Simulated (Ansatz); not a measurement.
L1₂ (Cu3Au-type) Ni3Fe

The numbers are results of r²SCAN (Ansatz, a program for electronic structure, plane waves, PAW), not measurements.

Settings: plane-wave cutoff 560 eV, 16×16×16 k mesh, Fermi–Dirac smearing 0.05 eV, spin-polarised with parallel moments, scalar-relativistic PAW data made under PBE.

Cell: relaxed at this level.

- volume per atom: 10.85 Å³/atom
- bulk modulus: 211 GPa
- lattice parameter a: 3.515 Å
- band gap: none
- magnetic moment (largest site, within a sphere): 3.19 μB
- pressure derivative B′ of the bulk modulus: 4.6

Measured, for comparison: lattice constant a 3.545 Å (temperature not stated, copied from a table, unchecked, not corrected to a static lattice; as tabulated in Mineralogical Magazine 44, 225 (1981)). Computed (rounded) less measured: lattice constant a not scored (unchecked). A static lattice is as a rule a little smaller and stiffer than an uncorrected measurement, which narrows the difference in the lattice constant a and would widen misses of the other sign.

Moments are spin moments.
